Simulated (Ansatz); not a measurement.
Defect: N-vacancy pair (N on one host C site, one C site vacant) in 4H silicon carbide, charge state +1. The step: one C atom jumps into the vacancy from a nearby C site (N-vacancy distance between ideal sites 3.09 Å throughout); the atom moves 2.98 Å along (0.96, 0.96, 0.00) of the unit cell; the moving atom starts with neighbours Si at 1.89, Si at 1.92, 2 Si at 1.93 Å and ends with Si at 1.89, Si at 1.92, 2 Si at 1.93 Å. DFT values are from Ansatz (plane-wave PAW, 420 eV unless said) in a cell of 72 host sites, spin-restricted, static, with no finite-size correction. The charge state is imposed; whether it is stable for some Fermi level was not computed. Forms of the defect that were not tried may lie lower. The start lies 0.44 eV above the lowest site run (PBE). The order of the sites in energy changes with the mesh. For the PBE band: the saddle point's order was not checked.

| Level | Forward barrier (eV) | Cost of the band or of the saddle's single point |
|---|---|---|
| CHGNet universal potential (has no charge state), its own band | 2.76 | - |
| PBE, the Γ point alone, band relaxed | 3.03 | around 11 core-minutes (rough) |
| PBE, a 2×2×2 k-point mesh shifted by half a step along c, same geometries | 3.16 | about 70 core-seconds (a rough figure) |
| r2SCAN at 500 eV, the Γ point alone, same geometries | … | about 40 core-seconds (a rough figure) |

Question: Fill in the missing entries.

Answer: 
- r2SCAN at 500 eV, the Γ point alone, same geometries, Forward barrier (eV): 3.32

Ansatz is an electronic-structure program.
